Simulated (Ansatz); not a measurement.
Start from CaZrF6 (space group Fm-3m, No. 225; a = 8.5108 Å; a cell from a computed database, its experimental status unchecked).

Levels (all Ansatz, a program for electronic structure, PAW): PBEsol (420 eV, no spin-orbit coupling); r2SCAN (500 eV, no spin-orbit coupling); HSE06 (420 eV, no SOC).

At the geometry relaxed with PBEsol, these levels gave the following band gaps, in shuffled order: (a) 7.01 eV, (b) 9.31 eV, (c) 7.75 eV.

Q: Match each gap to its level.

A: (a) PBEsol; (b) HSE06; (c) r2SCAN.

Single points use the geometry relaxed with PBEsol. Stability against distortions was not tested.
